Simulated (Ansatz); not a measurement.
# A computed series for Ge: pressure series

The reference is Ge in the diamond structure (space group Fd-3m, No. 227).

```cif
data_Ge8
_chemical_formula_sum 'Ge8'
_space_group_name_H-M_alt 'Fd-3m :1'
_space_group_IT_number 227
_space_group_name_Hall 'F 4d 2 3 -1d'
_cell_length_a 5.67439
_cell_length_b 5.67439
_cell_length_c 5.67439
_cell_angle_alpha 90.000
_cell_angle_beta 90.000
_cell_angle_gamma 90.000
loop_
_atom_site_label
_atom_site_type_symbol
_atom_site_symmetry_multiplicity
_atom_site_Wyckoff_symbol
_atom_site_fract_x
_atom_site_fract_y
_atom_site_fract_z
_atom_site_occupancy
Ge1 Ge 8 a 0.00000 0.00000 0.00000 1
```
(The calculation used a cell of 2 atoms; values per cell refer to that cell.)

Cell and atoms are relaxed at each pressure.

Computed with r2SCAN (Ansatz, a first-principles code), spin-orbit coupling left out.

| pressure (GPa) | volume per atom (Å³/atom) |
|---|---|
| -1 | 23.175 |
| 0 | 22.839 |
| 1.8 | 22.303 |
| 4.2 | 21.683 |
| 9 | ? |
| 18 | 19.277 |
| 30 | 17.956 |
| 45 | 16.761 |
| 60 | 15.854 |

Fit the third-order Birch–Murnaghan form P(V) = (3B₀/2)[(V₀/V)^(7/3) − (V₀/V)^(5/3)]·[1 + (3/4)(B₀′ − 4)((V₀/V)^(2/3) − 1)] (squares taken in P) to the rows shown and predict the withheld row.

Least squares on the printed values gives V₀ = 22.834 Å³/atom, B₀ = 73.4 GPa, B₀′ = 4.4; this predicts 20.688 Å³/atom, and the run gives 20.676 Å³/atom, 0.012 lower.

Measured bulk modulus of Ge: 77.3 GPa (static lattice; corrected from measurement; as listed in Tanner et al., arXiv (2021)); the computed value is 5 % below it.

Load acts through the strain it causes; cell and atoms are relaxed under it. Stability against distortions was not tested. Measured, Ge leaves this structure (for the β-tin structure) near 10.6 GPa (room temperature; as listed in arXiv:1906.07825).
